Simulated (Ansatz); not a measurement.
Start from MgTe in the zinc blende structure (space group F-43m, No. 216; a = 6.439 Å). Axes: x, y, z lie along the cube axes.

Computed with Ansatz (a quantum-chemistry and plane-wave program), PBEsol, PAW, cutoff 420 eV, no spin-orbit coupling.

For the base:

| Property | Result |
|---|---|
| Band gap | 2.35 eV |
| Valence-band top at Γ | 0.00, 0.00, 0.00 eV |

Modification: tensor shear ε_xy = +1.14 % (engineering shear γ = 0.0228), atoms relaxed at fixed cell.

Estimate the effect on the energy relative to the base, band gap, largest internal atomic displacement, valence-band top at Γ and stress.

The energy increases by 0.9 meV/atom; the band gap decreases by 0.08 eV, from 2.35 eV to 2.27 eV; the largest internal atomic displacement amounts to 0.014 Å; the valence-band top at Γ (three highest levels, from the VBM) goes from 0.00, 0.00, 0.00 eV to 0.00, -0.07, -0.14 eV; the stress (xx, yy, zz, yz, xz, xy; compression positive) is (-0.01, -0.01, -0.02, 0.00, 0.00, -0.37) GPa.

Spin-orbit coupling, missing from the scalar runs, can matter with Te. The cells carry an imposed strain or load. Stability against distortions was not tested.
